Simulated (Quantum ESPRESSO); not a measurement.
A series of runs on Ge (Fd-3m, 2 atoms in the cell)

```yaml
crystal:
  lattice:
    - [0.00000, 2.83118, 2.83118]
    - [2.83118, 0.00000, 2.83118]
    - [2.83118, 2.83118, 0.00000]
  atoms:
    - { symbol: Ge, position: [0.50000, 0.50000, 0.50000] }
    - { symbol: Ge, position: [0.75000, 0.75000, 0.75000] }
```

Base run A: PBE, PSlibrary PAW (PBE) pseudopotentials (Quantum ESPRESSO), self-consistent single point.

Its settings: ecutwfc = 30 Ry; ecutrho = 180 Ry; occupations = smearing; smearing = fermi-dirac; degauss = 0.0073499 Ry; potentials = {Ge: Ge.pbe-n-kjpaw_psl.1.0.0.UPF}; K_POINTS = automatic 10 10 10 0 0 0; conv_thr = 1e-11 Ry.

The starting cell comes from a database of computed structures (which also holds hypothetical and non-ambient phases and stackings), without a prior relaxation at this level. Its lattice was rescaled by a random factor within 2.5 % of one. In the base run, with a pressure of about 4 GPa the cell is away from its equilibrium volume at this level.

ΔF is the free energy per atom less that of run A. 

Run A gave: pressure (GPa) 3.84; k-points 47.

Runs:
- B: K_POINTS = automatic 6 6 6 0 0 0
- C: K_POINTS = automatic 6 6 6 1 1 1
- D: K_POINTS = automatic 7 7 7 0 0 0
- E: K_POINTS = automatic 7 7 7 1 1 1
- F: K_POINTS = automatic 8 8 8 0 0 0
- G: K_POINTS = automatic 8 8 8 1 1 1
- H: K_POINTS = automatic 10 10 10 1 1 1
- I: K_POINTS = automatic 10 10 10 0 0 1

### Question
What does run C change against A?

### Answer
The free energy drops by 1.1 meV/atom and the pressure stays at 3.84 GPa.

### Question
What does run F change against A?

### Answer
The free energy goes up by 3.7 meV/atom and the pressure moves little (3.84 to 3.83 GPa).

| run | ΔF (meV/atom) | pressure (GPa) | k-points |
|---|---|---|---|
| A | 0.00 | 3.84 | 47 |
| B | 20.4 | 3.86 | 16 |
| C | -1.10 | 3.84 | 28 |
| D | 8.8 | 3.83 | 20 |
| E | -1.36 | 3.84 | 44 |
| F | 3.7 | 3.83 | 29 |
| G | -1.44 | 3.84 | 60 |
| H | -1.46 | 3.84 | 110 |
| I | -1.46 | 3.84 | 110 |
